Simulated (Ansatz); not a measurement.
Level of theory: PBE (plane waves to 420 eV, PAW; Ansatz, a quantum-chemistry and plane-wave program).

Electrostatic potential energy of an electron, averaged over planes parallel to the surface, in eV from the Fermi level, for GeH3 on the (100) surface of germanium (p(2x2) alternately buckled dimers; a constructed slab, bottom: dihydride, held), one in a cell of 66 Å², started at the site 'over Ge at depth 1.6 Å':

| z (Å) | V (eV) |
|---|---|
| 5.37 | 4.41 |
| 5.65 | 4.41 |
| 5.93 | 4.41 |
| 6.21 | 4.41 |
| 6.50 | 4.41 |
| 6.78 | 4.41 |
| 7.06 | 4.41 |
| 7.34 | 4.41 |
| 7.63 | 4.40 |
| 7.91 | 4.38 |
| 8.19 | 4.34 |
| 8.47 | 4.25 |
| 8.75 | 4.02 |
| 9.04 | 3.47 |
| 9.32 | 1.92 |
| 9.60 | -0.35 |
| 9.88 | -0.83 |
| 10.17 | -1.89 |
| 10.45 | -3.30 |
| 10.73 | -3.77 |
| 11.01 | -3.26 |
| 11.30 | -2.89 |
| 11.58 | -3.16 |
| 11.86 | -3.96 |
| 12.14 | -4.18 |
| 12.43 | -3.57 |
| 12.71 | -3.12 |
| 12.99 | -3.28 |
| 13.27 | -4.01 |
| 13.56 | -4.23 |
| 13.84 | -3.61 |
| 14.12 | -3.07 |
| 14.40 | -3.21 |
| 14.69 | -3.95 |
| 14.97 | -4.26 |
| 15.25 | -3.71 |
| 15.53 | -3.12 |
| 15.81 | -3.15 |
| 16.10 | -3.86 |
| 16.38 | -4.24 |
| 16.66 | -3.79 |
| 16.94 | -3.21 |
| 17.23 | -3.16 |
| 17.51 | -3.75 |
| 17.79 | -4.11 |
| 18.07 | -3.66 |
| 18.36 | -2.94 |
| 18.64 | -3.08 |
| 18.92 | -3.92 |
| 19.20 | -4.89 |
| 19.49 | -5.36 |
| 19.77 | -5.20 |
| 20.05 | -4.41 |
| 20.33 | -3.74 |
| 20.62 | -2.90 |
| 20.90 | -1.44 |
| 21.18 | 0.32 |
| 21.46 | 1.74 |
| 21.75 | 2.63 |
| 22.03 | 2.79 |
| 22.31 | 2.44 |
| 22.59 | 1.97 |
| 22.88 | 1.81 |
| 23.16 | 2.18 |
| 23.44 | 2.35 |
| 23.72 | 3.02 |
| 24.00 | 3.73 |
| 24.29 | 3.98 |
| 24.57 | 4.10 |
| 24.85 | 4.14 |
| 25.13 | 4.16 |
| 25.42 | 4.17 |
| 25.70 | 4.17 |
| 25.98 | 4.18 |
| 26.26 | 4.18 |
| 26.55 | 4.18 |
| 26.83 | 4.18 |
| 27.11 | 4.18 |
| 27.39 | 4.18 |
| 27.68 | 4.18 |
| 27.96 | 4.18 |

Model: 44-atom slab, 11.3 Å thick at the start with caps and adatoms under the adsorbate (thin: gaps and levels are the slab's own), 3x3x1 mesh, Fermi-Dirac 0.01 eV, dipole correction, 24 atoms held, the rest relaxed; no symmetry held; spin-polarised, no spin-orbit, no U, no dispersion correction. The slab shows no gap over 0.04 eV on its mesh. The starting moment vanished. At the end it is bonded to Ge. In PBE it is, or lies within 0.03 eV of, the lowest of the starts that converged.

The vacuum level lies 4.18 eV above the Fermi level over the top face and 4.41 eV above it under the bottom face.
